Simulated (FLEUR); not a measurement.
**Equation of state of hcp Mg (space group 194): energy against volume (FLEUR, LDA)**

```xyz
2
Lattice="3.0852 0.0000 0.0000 -1.5426 2.6718 0.0000 0.0000 0.0000 5.0074" Properties=species:S:1:pos:R:3 pbc="T T T"
Mg     1.5426     0.8906     3.7555
Mg     0.0000     1.7812     1.2518
```

Computed with LDA (Vosko-Wilk-Nusair), all-electron FLAPW (FLEUR), scalar-relativistic valence (FLEUR). Settings: Kmax = 4.33 1/bohr; GmaxXC = 13 1/bohr; xcFunctional = vwn; jspins = 1; l_soc = F; mode = hist; fermiSmearingEnergy = 0.00183747 Htr; mesh (inpgen div1-3) = 21 21 12; inpgen gamma flag = true; Gmax = 13 1/bohr; numbands = 0; maxIterBroyd = 99; imix = Anderson; alpha = 0.05; precondParam = 0; minDistance = 1e-05 me/bohr^3. The cell above is the first row's. The rows scale it uniformly. In all rows fractional positions and the k mesh are held. E is the free energy at the stated smearing, counted from the lowest row.

```csv
V (Å^3/atom),E (meV/atom)
20.638,?
21.086,1.66
21.535,0.00
21.984,0.71
22.432,3.54
22.881,8.28
23.330,14.75
23.778,22.76
24.227,32.16
```

Taking the third-order Birch-Murnaghan form, a cubic in V^(-2/3) for E over the 8 complete rows: With u = V^(-2/3) - 0.125, the rows have u = 0.006020, 0.004192, 0.002427, 0.000725, -0.000925, -0.002522, -0.004066, -0.005564. Least squares gives E = 5.380 - 2804.1·u + 362100·u² + 174891·u³. Residuals (row less fit): 0.000, -0.001, 0.000, 0.003, -0.003, -0.002, 0.004, -0.002; standard error 0.003 (degrees of freedom: 4). Its minimum lies at u = 0.003861, so V0 = (0.128861)^(-3/2) = 21.62. There d²E/du² = 728300 and d³E/du³ = 1049000, so B0 = (4/9) × 21.62^(-7/3) × 728300 × 0.160218 = 39.8 GPa (the last factor turns the table's units into GPa), and B0' = 4 + (2/3) × 0.128861 × (1049000)/728300 = 4.1.

Problem. Predict the withheld E at V = 20.638 from the fit, and compare with the calculation.

Solution. u = 0.007909, so E = 5.380 - 2804.1 × 0.007909 + 362100 × 0.007909² + 174891 × 0.007909³ = 5.939 meV/atom. The calculation gives 5.93 meV/atom, 0.009 meV/atom below the prediction (under 0.05 % of the range of E in the table). The row lies outside the fitted rows, so this is an extrapolation. From the scatter of the fitted rows alone, a prediction at this place has a standard error of 0.010 meV/atom, so the miss is 0.9 times that.

Carrying the step between the two nearest rows on in a straight line would have given 3.32, off by 2.61; series whose last step already gives the withheld value aren't shown. The scan was laid around a cell of about the measured size, scaled by a guess for this functional; axis ratios and inner coordinates come from that cell. The runs keep the symmetry of the cell, so they don't test it for distortions. Values depend on the basis (sphere radii, cutoffs, local orbitals), which need not be converged. The shape of the cell and the inner coordinates aren't relaxed, so V0 and B0 belong to this uniform scaling; a relaxed crystal lies no higher in energy and is usually softer. Cutoffs and mesh are single choices, not tested for convergence of this quantity. Series with a scatter that would blur these digits, or in which a gap closes, are not shown. Nor are scans whose minimum lies at an end fitted in this form.
